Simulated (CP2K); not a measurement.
# Input and output of a self-consistent single point for Al₂Au (Fm-3m, 3 atoms in the cell) (CP2K)

Level of theory: PBE, GPW, DZVP-MOLOPT-SR-GTH basis, GTH-PBE potentials (GTH_POTENTIALS) (CP2K 2026.2).

Input:

```
&GLOBAL
  PROJECT run
  RUN_TYPE ENERGY_FORCE
  PRINT_LEVEL LOW
&END GLOBAL
&FORCE_EVAL
  METHOD Quickstep
  STRESS_TENSOR ANALYTICAL
  &DFT
    BASIS_SET_FILE_NAME BASIS_MOLOPT
    POTENTIAL_FILE_NAME GTH_POTENTIALS
    &QS
      METHOD GPW
      EPS_DEFAULT 1E-10
    &END QS
    &MGRID
      CUTOFF 500
      REL_CUTOFF 50
      NGRIDS 5
    &END MGRID
    &SCF
      SCF_GUESS ATOMIC
      EPS_SCF 1E-6
      MAX_SCF 100
      ADDED_MOS 4
      &DIAGONALIZATION
        ALGORITHM STANDARD
      &END DIAGONALIZATION
      &MIXING
        METHOD BROYDEN_MIXING
        ALPHA 0.2
        NBUFFER 10
        BETA 1.5
      &END MIXING
      &SMEAR ON
        METHOD FERMI_DIRAC
        ELECTRONIC_TEMPERATURE [K] 1160.45
      &END SMEAR
    &END SCF
    &KPOINTS
      SCHEME MONKHORST-PACK 9 9 9
    &END KPOINTS
    &XC
      &XC_FUNCTIONAL PBE
      &END XC_FUNCTIONAL
    &END XC
    &PRINT
      &MO
        EIGENVALUES T
        OCCUPATION_NUMBERS T
        NDIGITS 8
        FILENAME mo
        &EACH
          QS_SCF 0
        &END EACH
        ADD_LAST NUMERIC
      &END MO
      &MULLIKEN OFF
      &END MULLIKEN
    &END PRINT
  &END DFT
  &SUBSYS
    &CELL
      A 4.30368800 0.00000000 0.00000000
      B 2.15184400 3.72710300 0.00000000
      C 2.15184400 1.24236800 3.51394700
      PERIODIC XYZ
    &END CELL
    &COORD
      SCALED
      Al       0.25000000     0.25000000     0.25000000
      Al       0.75000000     0.75000000     0.75000000
      Au       0.00000000     0.00000000     0.00000000
    &END COORD
    &KIND Al
      BASIS_SET DZVP-MOLOPT-SR-GTH-q3
      POTENTIAL GTH-PBE-q3
    &END KIND
    &KIND Au
      BASIS_SET DZVP-MOLOPT-SR-GTH-q11
      POTENTIAL GTH-PBE-q11
    &END KIND
  &END SUBSYS
  &PRINT
    &FORCES ON
    &END FORCES
    &STRESS_TENSOR ON
    &END STRESS_TENSOR
  &END PRINT
&END FORCE_EVAL
```

Output, abridged:

```
 GLOBAL| Method name                                                        CP2K
 GLOBAL| Project name                                                        run
 GLOBAL| Run type                                                   ENERGY_FORCE

 TOTAL NUMBERS AND MAXIMUM NUMBERS

  Total number of            - Atomic kinds:                                   2
                             - Atoms:                                          3
                             - Shell sets:                                     3
                             - Shells:                                        17
                             - Primitive Cartesian functions:                 13
                             - Cartesian basis functions:                     58
                             - Spherical basis functions:                     51

  Maximum angular momentum of- Orbital basis functions:                        3
                             - Local part of the GTH pseudopotential:          0
                             - Non-local part of the GTH pseudopotential:      4

 SCF PARAMETERS         Density guess:                                    ATOMIC
                        max_scf:                                             100
                        max_diis:                                              4
                        eps_scf:                                        1.00E-06
                        eps_diis:                                       1.00E-01
                        eps_eigval:                                     1.00E-05
                        level_shift [a.u.]:                             0.000000
                        added MOs                                         4    0
                        Mixing method:                            BROYDEN_MIXING
                                                charge density mixing in g-space
                        Smear method:                                FERMI_DIRAC
                        Electronic temperature [K]:                       1160.5
                        Electronic temperature [a.u.]:                  3.67E-03
                        Accuracy threshold:                             1.00E-10
                        No outer SCF

 Extrapolation method: initial_guess

 Number of electrons:                                                         17
 Number of occupied orbitals:                                                  9
 Number of molecular orbitals:                                                13

 Number of orbital functions:                                                 51
 Number of independent orbital functions:                                     51

 SCF WAVEFUNCTION OPTIMIZATION

  Step     Update method      Time    Convergence         Total energy    Change
     1 NoMix/Diag. 0.20E+00      -     1.19818667       -37.5622010819 -3.76E+01
     2 Broy./Diag. 0.20E+00      -     0.06728615       -39.6836869346 -2.12E+00
     3 Broy./Diag. 0.20E+00      -     0.19430070       -38.6437806445  1.04E+00
     4 Broy./Diag. 0.20E+00      -     0.04713589       -37.5466634801  1.10E+00
     5 Broy./Diag. 0.20E+00      -     0.00909700       -37.3209052019  2.26E-01
     6 Broy./Diag. 0.20E+00      -     0.00504179       -37.3763804703 -5.55E-02
     7 Broy./Diag. 0.20E+00      -     0.00650397       -37.4078932512 -3.15E-02
   [... 5 lines left out ...]
    13 Broy./Diag. 0.20E+00      -     0.00005158       -37.4395217225 -5.40E-05
    14 Broy./Diag. 0.20E+00      -     0.00001046       -37.4397947942 -2.73E-04
    15 Broy./Diag. 0.20E+00      -     0.00000502       -37.4398348642 -4.01E-05
    16 Broy./Diag. 0.20E+00      -     0.00000201       -37.4398315719  3.29E-06
    17 Broy./Diag. 0.20E+00      -     0.00000019       -37.4398314619  1.10E-07

  *** SCF run converged in    17 steps ***

  Electronic density on regular grids:        -16.9999999995        0.0000000005
  Core density on regular grids:               16.9999999967       -0.0000000033
  Total charge density on r-space grids:       -0.0000000029
  Total charge density g-space grids:          -0.0000000029

  Overlap energy of the core charge distribution:               0.00000000101923
  Self energy of the core charge distribution:                -69.13713032288608
  Core Hamiltonian energy:                                     20.41430238640089
  Hartree energy:                                              18.12093366808392
  Exchange-correlation energy:                                 -6.83670444042068
  Electronic entropic energy:                                  -0.00123275408348
  Fermi energy:                                                 0.26125663639010

  Total energy:                                               -37.43983146187270
  Total energy (extrapolated to T->0):                        -37.43921508483096

 ENERGY| Total FORCE_EVAL ( QS ) energy [hartree]            -37.439831538388681

 FORCES| Atomic forces [hartree/bohr]
 FORCES|   Atom     x               y               z               |f|
 FORCES|      1  2.15426266E-09 -5.00160024E-08  7.12177732E-08   8.70529297E-08
 FORCES|      2 -2.15429631E-09  6.95605844E-08 -7.59861759E-08   1.03039870E-07
 FORCES|      3  1.36851158E-13 -1.95448059E-08  4.76836065E-09   2.01180690E-08
 FORCES| Sum     1.03198774E-13 -2.23896038E-13 -4.20563584E-14
 FORCES| Total atomic force                                       2.50096302E-13

 STRESS| Analytical stress tensor [bar]
 STRESS|                        x                   y                   z
 STRESS|      x       -1.00446247059E+02   3.23807342872E-01   2.28966829433E-01
 STRESS|      y        3.23807342872E-01  -1.00768638328E+02   5.20089395393E-02
 STRESS|      z        2.28966829433E-01   5.20089395393E-02  -1.01599380950E+02
 STRESS| 1/3 Trace                                            -1.00938088779E+02
```

The run converged in 17 iterations.

The starting cell comes from a database of computed structures (which also holds hypothetical and non-ambient phases and stackings), without a prior relaxation at this level. Its lattice was rescaled by a random factor within 2.5 % of one. Values carry the incompleteness of an atom-centred basis.

Cost on one core of a shared machine: roughly 40 s.
